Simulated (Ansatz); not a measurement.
**Cu, response to strain**

Consider Cu in the fcc (Cu type) structure (space group Fm-3m, No. 225; a = 3.577 Å; relaxed with 0.1 eV smearing). Axes: x, y, z lie along the cube axes.

Strains are applied to the cell and any free atomic positions relax; under biaxial strain the out-of-plane vector relaxes too.

Calculations: Ansatz (a first-principles code), r2SCAN, PAW, cutoff 500 eV, no spin-orbit coupling.

Notes on the quantities. energy relative to the base: free energy F.

| biaxial strain, plane normal [111], relaxed out of plane (%) | energy relative to the base (meV/atom) |
|---|---|
| 0 | 0.0 |
| 0.42 | 0.4 |
| 0.83 | ? |
| 1.25 | 3.3 |
| 1.67 | 5.8 |
| 2.08 | 8.9 |
| 2.5 | 12.6 |

Question: Fit ΔE = Aε² + Bε³ (ε in %) to the rows shown and predict the withheld row.

Answer: Least squares on the printed values gives A = 2.22 and B = -0.081 meV/atom (largest residual 0.0 meV/atom); this predicts 1.5 meV/atom, and the run gives 1.5 meV/atom, in agreement.

Whether these cells are dynamically stable was not tested. The final runs are not spin-polarised.
